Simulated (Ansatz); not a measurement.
Phonon-limited resistivity of NiTe (P6_3/mmc) against temperature in μΩ·cm, PBEsol, DFPT electron-phonon coupling, linearised Boltzmann equation (Ansatz, a first-principles code), harmonic crystal at a fixed cell. x, y and z are the axes of this cell:
```yaml
crystal:
  lattice:
    - [3.97287, 0.00000, 0.00000]
    - [-1.98644, 3.44061, 0.00000]
    - [0.00000, 0.00000, 5.17401]
  atoms:
    - { symbol: Ni, position: [0.00000, 0.00000, 0.00000] }
    - { symbol: Ni, position: [0.00000, 0.00000, 0.50000] }
    - { symbol: Te, position: [0.33333, 0.66667, 0.25000] }
    - { symbol: Te, position: [0.66667, 0.33333, 0.75000] }
```

```json
[
 {"T": "50 K", "ρ (x, y)": "1.29", "ρ (z)": "0.93"},
 {"T": "77 K", "ρ (x, y)": "(withheld)", "ρ (z)": "2.5"},
 {"T": "100 K", "ρ (x, y)": "5.2", "ρ (z)": "(withheld)"},
 {"T": "150 K", "ρ (x, y)": "9.1", "ρ (z)": "6.8"},
 {"T": "200 K", "ρ (x, y)": "12.6", "ρ (z)": "9.5"},
 {"T": "250 K", "ρ (x, y)": "16.0", "ρ (z)": "12.0"},
 {"T": "273 K", "ρ (x, y)": "17.5", "ρ (z)": "13.1"},
 {"T": "300 K", "ρ (x, y)": "19.2", "ρ (z)": "14.4"},
 {"T": "350 K", "ρ (x, y)": "22", "ρ (z)": "16.7"},
 {"T": "400 K", "ρ (x, y)": "25", "ρ (z)": "19.0"},
 {"T": "500 K", "ρ (x, y)": "31", "ρ (z)": "23"}
]
```

### Question
Some entries are withheld; supply them.

### Answer

- 77 K, ρ (x, y): 3.4
- 100 K, ρ (z): 3.9

A metal at this level (no band gap). Only scattering by harmonic phonons is included (no impurities, grain boundaries, electron-electron scattering or thermal expansion). Spin-orbit coupling is left out. The run warned that the eigensolver left some states short of its tolerance. Halving the electron mesh (24x24x16) moves the resistivity by up to 9 %. Smearing 0.20 eV; phonons on a 4x4x3 q mesh, which this run doesn't test and which matters most at low temperature.

Computed structure with no diffraction record at hand here (it may be known, metastable or hypothetical): NiTe (P6_3/mmc). Treated as nonmagnetic (a ferromagnetic start lost its moment, other orders weren't tried): NiTe (P6_3/mmc).
